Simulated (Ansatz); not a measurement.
# Response to strain in BN

Base system: BN in the wurtzite structure (space group P6_3mc, No. 186).

```
CELL_PARAMETERS angstrom
      2.52320     0.00000     0.00000
     -1.26160     2.18516     0.00000
      0.00000     0.00000     4.17514
ATOMIC_POSITIONS crystal
  B  0.33333 0.66667 0.00030
  B  0.66667 0.33333 0.50030
  N  0.33333 0.66667 0.37470
  N  0.66667 0.33333 0.87470
```

Cartesian axes are those of the cell as printed.

Strains are applied to the cell and any free atomic positions relax.

The values are results of LDA in Ansatz (plane waves to 420 eV, PAW, no spin-orbit coupling), not measurements.

Notes on the quantities. energy relative to the base: free energy F; pressure: mean of the normal stresses, compression positive.

| case | electron mass | energy relative to the base | pressure | smallest direct gap |
|---|---|---|---|---|
| base | 0.30 mₑ along c, 0.50 mₑ across (at K) | 0 meV/atom | 0.00 GPa | 8.29 eV |
| uniaxial strain ε_xx = +0.60 % | 0.30 mₑ along z, 0.50 mₑ across (off the special points) | +0.6 meV/atom | -2.36 GPa | 8.23 eV |
| uniaxial strain ε_xx = +1.20 % | 0.30 mₑ along z, 0.50 mₑ across (off the special points) | ___ | -4.63 GPa | 8.12 eV |
| uniaxial strain ε_xx = +1.80 % | 0.30 mₑ along z, 0.50 mₑ across (off the special points) | +5.5 meV/atom | -6.82 GPa | 8.01 eV |
| uniaxial strain ε_xx = +2.40 % | 0.29 mₑ along z, 0.48 mₑ across (off the special points) | ___ | ___ | 7.90 eV |
| uniaxial strain ε_xx = +3.00 % | 0.30 mₑ along z, 0.51 mₑ across (off the special points) | +15 meV/atom | -10.96 GPa | 7.80 eV |

### Question
Complete the table.

### Answer

- uniaxial strain ε_xx = +1.20 %, energy relative to the base: +2.5 meV/atom
- uniaxial strain ε_xx = +2.40 %, energy relative to the base: +9.7 meV/atom
- uniaxial strain ε_xx = +2.40 %, pressure: -8.93 GPa

Effective masses come from finite differences of ±0.01 Å⁻¹. Stability against distortions was not tested. k-point labels follow each cell's own Brillouin zone.

Ansatz is a quantum-chemistry and plane-wave program.
